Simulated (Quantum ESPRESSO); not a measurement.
Input and output of a self-consistent single point for HgTe (F-43m, 2 atoms in the cell) (Quantum ESPRESSO).

Method: LDA (PZ), PSlibrary PAW (LDA) pseudopotentials (plane waves; Quantum ESPRESSO 7.5).

```
HgTe
1.0
    0.00000     3.28846     3.28846
    3.28846     0.00000     3.28846
    3.28846     3.28846     0.00000
Hg Te
1 1
Direct
  0.00000   0.00000   0.00000
  0.25000   0.25000   0.25000
```

Reference input (self-consistent single point, DFT, PBE, plane waves, PSlibrary PAW (PBE) pseudopotentials): ecutwfc = 50 Ry; ecutrho = 450 Ry; occupations = smearing; smearing = fermi-dirac; degauss = 0.0036749 Ry; potentials = {Hg: Hg.pbe-n-kjpaw_psl.1.0.0.UPF, Te: Te.pbe-n-kjpaw_psl.1.0.0.UPF}; K_POINTS = automatic 9 9 9 0 0 0; conv_thr = 1e-11 Ry. This run's input differs from it in these lines:

```diff
@@ -22,4 +22,4 @@
 ATOMIC_SPECIES
-Hg   200.5920  Hg.pbe-n-kjpaw_psl.1.0.0.UPF
-Te   127.6000  Te.pbe-n-kjpaw_psl.1.0.0.UPF
+Hg   200.5920  Hg.pz-n-kjpaw_psl.1.0.0.UPF
+Te   127.6000  Te.pz-n-kjpaw_psl.1.0.0.UPF
 CELL_PARAMETERS {angstrom}
```

Output (repeated stretches shortened):

```
     Self-consistent Calculation

     iteration #  1     ecut=    50.00 Ry     beta= 0.70

     Threshold (ethr) on eigenvalues was too large:
     Diagonalizing with lowered threshold

     total energy              =   -1134.87621401 Ry
     estimated scf accuracy    <       0.04392112 Ry

     iteration #  2     ecut=    50.00 Ry     beta= 0.70

     total energy              =   -1134.89195506 Ry
     estimated scf accuracy    <       0.01987964 Ry

     iteration #  3     ecut=    50.00 Ry     beta= 0.70

     total energy              =   -1134.89631799 Ry
     estimated scf accuracy    <       0.00033548 Ry

   [... 8 blocks of this kind left out ...]

     iteration # 12     ecut=    50.00 Ry     beta= 0.70

     total energy              =   -1134.89724868 Ry
     estimated scf accuracy    <          4.2E-11 Ry

     iteration # 13     ecut=    50.00 Ry     beta= 0.70
     End of self-consistent calculation

     the Fermi energy is     5.2667 ev

!    total energy              =   -1134.89724868 Ry
     estimated scf accuracy    <          4.9E-12 Ry
     smearing contrib. (-TS)   =      -0.00003675 Ry
     internal energy E=F+TS    =   -1134.89721194 Ry

     convergence has been achieved in  13 iterations

     Forces acting on atoms (cartesian axes, Ry/au):

     atom    1 type  1   force =     0.00000000    0.00000000    0.00000000
     atom    2 type  2   force =     0.00000000    0.00000000    0.00000000

     Total force =     0.000000     Total SCF correction =     0.000000

          total   stress  (Ry/bohr**3)                   (kbar)     P=      -26.13
  -0.00017762  -0.00000000  -0.00000000          -26.13       -0.00       -0.00
  -0.00000000  -0.00017762   0.00000000           -0.00      -26.13        0.00
  -0.00000000   0.00000000  -0.00017762           -0.00        0.00      -26.13

   JOB DONE.
```

The run converged in 13 iterations. Against the reference run the pressure goes from 1.28 to -2.61 GPa.

The starting cell has typed, rounded lattice constants, without a prior relaxation at this level. Its lattice was rescaled by a random factor within 2.5 % of one. The run gives no clean gap (levels at the Fermi energy touch, overlap or are partly filled at this smearing), which alone does not show that the compound is a metal.

Cost on one core of a shared machine: roughly 60 s.
